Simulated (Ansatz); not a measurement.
Base system: AlN in the wurtzite structure (space group P6_3mc, No. 186).

```
CELL_PARAMETERS angstrom
      3.10670     0.00000     0.00000
     -1.55335     2.69048     0.00000
      0.00000     0.00000     4.97846
ATOMIC_POSITIONS crystal
  Al 0.33333 0.66667 0.99659
  Al 0.66667 0.33333 0.49659
  N  0.33333 0.66667 0.37821
  N  0.66667 0.33333 0.87821
```

Cartesian axes are those of the cell as printed.

Level of theory: r2SCAN (Ansatz, an electronic-structure program, PAW, no spin-orbit coupling).

Free-standing slabs (4 atom(s) a layer) normal to the y axis with 15 Å of vacuum; in-plane cell held at bulk.

One change was made to it. Results:

| quantity | base | after |
|---|---|---|
| gap character | – | indirect, Γ–X (69 % along) → Γ |
| shortest interatomic distance | 1.888 Å | 1.758 Å |
| band gap | 4.88 eV | 3.63 eV |
| smallest direct gap | 4.88 eV | 3.79 eV |

What was done to the base?
(A) 2 layers
(B) 3 layers
(C) 1 layer
(D) 4 layers

C, 1 layer. For comparison, the band gap in the other runs: 4 layers gives 3.18 eV; 3 layers gives 3.07 eV; 2 layers gives 3.07 eV.

No phonon test of stability was made. Labels are those of the standard path for the cell's own space group.
